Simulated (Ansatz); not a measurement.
Given:

```
CELL_PARAMETERS angstrom
      3.35112     0.00000     0.00000
      1.67556     2.90216     0.00000
      0.00000     0.00000     5.15687
ATOMIC_POSITIONS crystal
  Sc 0.66667 0.66667 0.75000
  Sc 0.33333 0.33333 0.25000
```

No spin polarisation.

Method: PBE/PAW in Ansatz (a quantum-chemistry and plane-wave program), no spin-orbit coupling. Settings: 20×20×11 k-points, 0.1 eV Fermi–Dirac smearing.

Problem. Predict the pressure, band gap and space group.

Solution. Pressure (mean of the normal stresses, compression positive): -0.8 GPa
Band gap: zero
Space group: P6_3/mmc (No. 194)

The cells carry an imposed strain or load. No phonon test of stability was made. The final runs are not spin-polarised. The cell was made from Sc in the hcp (Mg type) structure (space group P6_3/mmc, No. 194) by this change: biaxial strain +1.00 %, plane normal [001], relaxed out of plane.
